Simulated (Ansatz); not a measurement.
We consider zinc-blende BeS, described by PBE in Ansatz (PAW).

Numerical settings: plane-wave cutoff 520 eV, 12×12×12 k mesh, Fermi–Dirac smearing 0.01 eV, scalar-relativistic PAW data made under PBE.

Equation-of-state points:

```tsv
V (Å³/atom)	E − E_lowest (meV/atom)
13.622	16.72
13.912	7.19
14.201	1.74
14.491	0.00
14.781	1.62
15.071	6.30
15.361	13.76
```

Question: What bulk modulus B0 and pressure derivative B′ does a third-order Birch–Murnaghan fit give?

Answer: V0 = 14.492 Å³/atom, B0 = 92.9 GPa, B′ = 3.8 (fit to the energies at full precision).

Measured, for comparison: bulk modulus 105 GPa (room temperature, not corrected to a static lattice; as tabulated in Narayana, Nesamony, Ruoff, Phys. Rev. B 56, no. 22 (1997)); equilibrium volume per atom 14.44 Å³/atom (room temperature, not corrected to a static lattice; as tabulated in Narayana, Nesamony, Ruoff (BeS at high pressure; core.ac.uk copy)). Computed less measured: bulk modulus -12 %, equilibrium volume per atom +0.3 %.

Computed values are for the static lattice.

Ansatz is an electronic-structure program.
